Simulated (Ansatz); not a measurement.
Start from MoP (space group P-6m2, No. 187; a = 3.2416 Å, c = 3.1941 Å). Axes: x lies along a and z along c of the hexagonal cell.

The values are results of DFT with PBE, PAW potentials and a 420 eV plane-wave cutoff in Ansatz (a first-principles code), without spin-orbit coupling, not measurements.

Before the change:

- Shortest interatomic distance: 2.460 Å
- Pressure: 0.0 GPa

Now apply this change: biaxial strain −1.57 %, plane normal [001], relaxed out of plane (Cartesian); in-plane vectors clamped, the third vector and the atoms free.

Q: Estimate the effect on the shortest interatomic distance and pressure.

A: The shortest interatomic distance falls by 0.011 Å (2.460 Å → 2.449 Å); the pressure (mean of the normal stresses, compression positive) goes from zero to 4.0 GPa.

No phonon test of stability was made. The final runs are not spin-polarised. An odd electron count without spin: MoP.
